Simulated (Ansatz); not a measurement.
Base system: Mo in the bcc (W type) structure (space group Im-3m, No. 229; a = 3.112 Å; relaxed with 0.1 eV smearing). Axes: x, y, z lie along the cube axes.

Computed with LDA (Ansatz, a quantum-chemistry and plane-wave program; PAW; 420 eV plane waves; no spin-orbit coupling).

The change: every lattice vector is stretched by 1.50 %, atoms relaxed at fixed cell.

### Question
Predict the stress tensor and what it implies for the stiffness.

### Answer
Stress of the strained cell less that of the base (GPa, compression positive):
```
  -11.9     0.0     0.0
    0.0   -11.9     0.0
    0.0     0.0   -11.9
```

Then B = −ΔP/(ΔV/V₀) with ΔV/V₀ = 0.0457 gives secant stiffness values (nonlinear terms included at this strain): B ≈ 260 GPa.

As a check, the harmonic strain energy −½ V₀ Δσ:ε is 25 meV/atom; the computed energy rise is 27 meV/atom.

Stability against distortions was not tested. All final runs are without spin polarisation.
